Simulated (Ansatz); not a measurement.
# What 4 layers does to Tl

Start from Tl in the hcp (Mg type) structure (space group P6_3/mmc, No. 194; a = 3.521 Å, c = 5.603 Å). Axes: x lies along a and z along c of the hexagonal cell.

Now apply this change: a free-standing slab of 4 layers (4 atoms, 1 a layer) is cut normal to the z axis, with 15 Å of vacuum and the in-plane cell held at bulk.

Calculations: Ansatz (a program for electronic structure) r2SCAN, without spin-orbit coupling, earlier PAW set. Settings: 15×15×1 k-points, 0.05 eV Fermi–Dirac smearing, for the changed cell.

```csv
quantity,base,changed,shift
layer's space group (with vacuum),–,P-3m1 (No. 164),–
shortest interatomic distance,3.461 Å,3.323 Å,-0.138 Å
band gap,zero,zero,–
excess energy per area of both faces (slab less bulk energy over the cell's area: twice a surface energy) (uncertain by up to 0.06 J/m²),–,0.63 J/m²,–
thickness between the outermost nuclei,–,8.11 Å,–
change of the spacing d12 from its bulk value of 2.801 Å,–,-2.1 %,–
change of the spacing d23 from its bulk value of 2.801 Å,–,-6.1 %,–
```

The excess energy carries the mismatch between the slab's and the bulk's meshes. Whether these cells are dynamically stable was not tested.
